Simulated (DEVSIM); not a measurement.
## illuminated GaAs p-on-n cell, one wavelength

System: illuminated GaAs p-on-n cell, one wavelength, at 250 K.

```csv
layer (left to right),material,thickness (μm),Nd (cm⁻³),Na (cm⁻³),τn (s),τp (s),absorption coefficient (cm⁻¹)
1,GaAs,0.410,-,5.7e17,1e-10,1.2e-11,6000
2,GaAs,1.80,9.2e16,-,5.9e-10,5.9e-10,6000
```

Left contact: ohmic, minority electron recombination velocity 3000 cm/s. Right contact: ohmic, minority hole recombination velocity 1e5 cm/s. Voltage is applied to the left contact. Recombination: SRH at mid-gap, radiative, Auger. Light enters at the left, 2.7e16 photons cm⁻² s⁻¹, one pass, no reflection. Mobility is constant in doping.

The device is made up for the run: typed textbook-type constants, with dimensions and the other settings drawn at random. Values at 300 K; Nc and Nv go as T^1.5, mobilities as T to minus their exponent, the gap by Varshni's rule with the affinity fixed.

```
parameter             GaAs
----------------  --------
gap (eV)             1.424
affinity (eV)         4.07
permittivity          12.9
Nc (cm⁻³)           4.7e17
Nv (cm⁻³)             9e18
μn (cm²/Vs)           8500
μp (cm²/Vs)            400
T exponent of μn       2.1
T exponent of μp       2.2
B (cm³/s)            2e-10
Cn (cm⁶/s)           1e-30
Cp (cm⁶/s)           1e-30
Varshni α (eV/K)  0.000541
Varshni β (K)          204
```

Model (solved in DEVSIM): 1D drift-diffusion, Boltzmann statistics, complete ionisation; no tunnelling, impact ionisation, image-force lowering or self-heating.

```yaml
potential_step_across_the_device_at_zero_bias: 1.363 V
largest_field_in_the_device_at_zero_bias: 170000 V/cm
Dark forward voltage at 1 A/cm²: 1.142 V
Dark forward voltage at 100 A/cm²: 1.249 V
short_circuit_current: 2.21 mA/cm²
open_circuit_voltage: 0.946 V
fill_factor: 0.81
largest_power: 1.69 mW/cm²
share_of_generated_pairs_collected_at_short_circuit: 0.696
```

Current under light (generator sign):

```tsv
V (V)	J (mA/cm²)
0.00	2.21
0.16	2.20
0.32	2.19
0.48	2.18
0.64	2.16
0.80	2.09
0.82	2.06
0.84	2.00
0.86	1.90
0.88	1.74
0.90	1.48
0.92	1.05
0.94	0.329
0.96	-0.888
```

Dark forward current:

(V (V), J (A/cm²)): (0.05, 7.3e-13); (0.15, 1.0e-11); (0.25, 1.1e-10); (0.35, 1.2e-9); (0.45, 1.3e-8); (0.55, 1.4e-7); (0.65, 1.5e-6); (0.75, 1.7e-5); (0.85, 0.00019); (0.95, 0.0023); (1.05, 0.038); (1.15, 1.4); (1.25, 100); (1.35, 5200)
